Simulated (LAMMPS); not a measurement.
Atomistic model of a slab of CdTe (zinc blende) cut on the (110) plane, one half shifted rigidly along [001] and [1-10] of the cubic cell, atoms relaxed along the normal alone.

All values are model results, not measurements: classical force field (static), pair style bop, file CdTe.bop.table; code LAMMPS.

```
Item                                                                                         Value
----------------------------------------------------------  --------------------------------------
share of the shifts at which the halves part by over 1.2 Å                                    12 %
largest energy on the line along [001]                                                  1020 mJ/m²
cost                                                        about 18 core-seconds (a rough figure)
```

Potential: file CdTe.bop.table of the LAMMPS distribution; its header cites Ward, Zhou, Wong, Doty, and Zimmerman, Phys Rev B, 85, 115206 (2012).

Caution: where the halves part fully, the energy levels off at that of two free surfaces and is no fault energy.
